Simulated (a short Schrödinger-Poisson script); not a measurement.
System: MOS inversion layer, SiO2 on p-type Si(100), at 300 K.

From the gate side: 1.2 nm SiO2; 630 nm Si, acceptors 4.7e17 cm⁻³.

The device is made up for the run: typed textbook-type constants, with dimensions and the other settings drawn at random. SiO2: permittivity 3.9, conduction-band edge (eV) 3.15, gap (eV) 9, electron mass (mₑ) 0.5. Si: permittivity 11.7, conduction-band edge (eV) 0, gap (eV) 1.124, Nv at 300 K (cm⁻³) 3.1e19.

Channel valleys (confinement mass, in-plane density-of-states mass, number): Δ2 0.916, 0.19, 2; Δ4 0.19, 0.417, 4. At the gate the conduction-band edge of layer 1 lies 3.68 eV − eVg above the Fermi level of the channel; the field vanishes at the back. Gaps are held at their typed values at every temperature. Mesh 0.03 nm at interfaces.

Solved with a short Schrödinger-Poisson script written for these runs: 1D Poisson equation in equilibrium, electrons quantum, Hartree (BenDaniel-Duke, 12 states a valley, the channel's in-plane mass for all, wave functions ending at the dielectric), parabolic valleys, classical holes, full ionisation, no traps, pinning or gate leakage.

```tsv
Vg (V)	electrons (cm⁻²)	C (μF/cm²)	Δ2 E0 (meV from the Fermi level)	Δ4 E0 (meV from the Fermi level)
0.55	3.30e9	0.212	195.8	254.3
0.6	1.78e10	0.277	151.7	211.3
0.65	8.43e10	0.534	111.0	171.9
0.7	2.81e11	0.992	79.0	141.7
0.75	6.29e11	1.37	56.9	121.9
0.8	1.08e12	1.60	41.4	109.0
0.85	1.59e12	1.74	29.6	99.9
0.9	2.14e12	1.83	20.2	93.1
0.95	2.72e12	1.90	12.2	87.8
1	3.32e12	1.95	5.1	83.4
1.05	3.93e12	1.99	-1.2	79.7
1.1	4.55e12	2.02	-7.0	76.5
1.15	5.19e12	2.05	-12.3	73.6
1.2	5.83e12	2.07	-17.4	71.0
1.25	6.48e12	2.09	-22.2	68.7
1.3	7.13e12	2.11	-26.8	66.5
1.35	7.79e12	2.13	-31.3	64.4
```

Gate voltages with under 1e9 electrons/cm² are left out.

Q: At Vg = 1.35 V the lowest Δ2 subband lies at -31.3 meV from the Fermi level. How many electrons does it hold, and what share of all?

A: The two-dimensional density of states is g m/(πħ²) = 1.59e11 cm⁻² meV⁻¹ (both spins), kT = 25.9 meV, so n = D kT ln(1 + exp(−E/kT)) = 6.03e12 cm⁻², 0.77 of the 7.79e12 cm⁻² in all.

Q: Compare the slope of the sheet density between 1.25 and 1.35 V with the geometric capacitance of the layers between gate and channel.

A: q Δn/ΔV = 2.10 μF/cm²; ε0/Σ(t/ε) = 2.88 μF/cm². The ratio is 0.73: the channel acts as a further capacitance in series.
